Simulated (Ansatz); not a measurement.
The parent structure is SiC (space group P6_3mc, No. 186; a = 3.079 Å, c = 15.107 Å).

All numbers come from plane-wave PAW DFT at the PBEsol level (Ansatz, a program for electronic structure, 420 eV), no spin-orbit coupling.

Before the change:

The lattice parameter a is 5.818 bohr and the c/a ratio comes out as 4.907.

Now apply this change: a hydrostatic pressure of 1.5 GPa.

Task: How does this affect the lattice parameter a and c/a ratio?

Result: The lattice parameter a drops by 0.013 bohr, from 5.818 bohr to 5.805 bohr; the c/a ratio is nearly the same (4.907 against 4.906).

Load acts through the strain it causes; cell and atoms are relaxed under it. Whether these cells are dynamically stable was not tested.
